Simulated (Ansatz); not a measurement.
Base system: Si in the diamond structure (space group Fd-3m, No. 227; a = 5.402 Å). Axes: x, y, z lie along the cube axes.

Calculations: LDA (Ansatz, a program for electronic structure), without spin-orbit coupling.

For the base:

```
Item                                 Value
---------------------  -------------------
Pressure                         -0.1 kbar
Band gap                           0.45 eV
Valence-band top at Γ  0.00, 0.00, 0.00 eV
```

The change: the cell is stretched by 1.00 % along z with no lateral relaxation, atoms relaxed at fixed cell.

**Question.** What happens to the pressure, energy relative to the base, band gap and valence-band top at Γ?

**Answer.** The pressure (mean of the normal stresses, compression positive) decreases by 9.4 kbar, from -0.1 kbar to -9.5 kbar; the energy rises by 1.0 meV/atom; the band gap decreases by 0.04 eV (0.45 eV → 0.41 eV); the valence-band top at Γ (three highest levels, from the VBM) becomes 0.00, 0.00, -0.07 eV (base: 0.00, 0.00, 0.00 eV).

The cells carry an imposed strain or load. Whether these cells are dynamically stable was not tested.
